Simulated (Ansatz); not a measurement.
PbTe, pressure series

Start from PbTe in the rock salt structure (space group Fm-3m, No. 225; a = 6.535 Å).

Cell and atoms are relaxed at each pressure.

The values are results of DFT with r2SCAN, PAW potentials and a 500 eV plane-wave cutoff in Ansatz (a first-principles code), no spin-orbit coupling, earlier PAW set, not measurements.

Candidates:
(a) pressure 0.3 GPa
(b) pressure 5 GPa
(c) pressure 3 GPa
(d) pressure −1 GPa
(e) pressure 10 GPa

Base values:

```
Quantity   Result
--------  -------
Band gap  1.10 eV
```

Q: Order them by band gap, highest first.

A: (d) pressure −1 GPa (1.15 eV), (a) pressure 0.3 GPa (1.08 eV), (c) pressure 3 GPa (0.96 eV), (b) pressure 5 GPa (0.87 eV), (e) pressure 10 GPa (0.66 eV)

With Pb and Te present, leaving out spin-orbit coupling can change the band edges. Load acts through the strain it causes; cell and atoms are relaxed under it. No phonon test of stability was made. No other phases were tried under pressure.
